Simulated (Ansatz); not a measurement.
# CuAu, pressure series

Consider CuAu (space group P4/mmm, No. 123).

```xyz
2
Lattice="2.8606 0.0000 0.0000 0.0000 2.8606 0.0000 0.0000 0.0000 3.5518" Properties=species:S:1:pos:R:3 pbc="T T T"
Cu     1.4303     1.4303     1.7759
Au     0.0000     0.0000     0.0000
```

Cell and atoms are relaxed at each pressure.

Computed with r2SCAN, PAW, 500 eV (Ansatz, a quantum-chemistry and plane-wave program; spin-orbit coupling left out).

```
P (GPa)  V (Å³/atom)
-------  -----------
-2.00         14.724
-1.00         14.626
2.99          14.272
7.00          13.964
15.00         13.452
30.00         12.720
50.00         12.012
```

Task: Fit a third-order Birch–Murnaghan equation of state.

Result: Least squares on P(V) = (3B₀/2)[(V₀/V)^(7/3) − (V₀/V)^(5/3)]·[1 + (3/4)(B₀′ − 4)((V₀/V)^(2/3) − 1)] gives V₀ = 14.53 Å³/atom, B₀ = 158 GPa and B₀′ = 5.3.

Load acts through the strain it causes; cell and atoms are relaxed under it. Whether these cells are dynamically stable was not tested. Competing high-pressure phases were not computed. All final runs are without spin polarisation.
